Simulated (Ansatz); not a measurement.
AlB2-type TiB2, treated with Hartree–Fock (PAW; Ansatz, a program for electronic structure).

Numerical settings: plane-wave cutoff 460 eV, 12×12×8 k mesh (along the axes of the cell as run), Fermi–Dirac smearing 0.05 eV, no spin polarisation, scalar-relativistic PAW data made under PBE.

Computed at the level's own relaxed cell.

Question: Estimate the lattice constant a and lattice parameter c that the calculation returns.

Answer: 
* **lattice constant a**: 3.026 Å
* **lattice parameter c**: 3.275 Å

Measured, for comparison: lattice constant a 3.029 Å, lattice parameter c 3.229 Å (293 K, no zero-point or thermal correction; as tabulated in R. G. Munro, J. Res. NIST 105, 709 (2000), Material Properties of Titanium …). Computed (rounded) less measured: lattice constant a -0.1 %, lattice parameter c +1.4 %.

Note: the run has no spin polarisation, so it can have missed a magnetic state.

The computed numbers hold no vibrational or temperature effects.
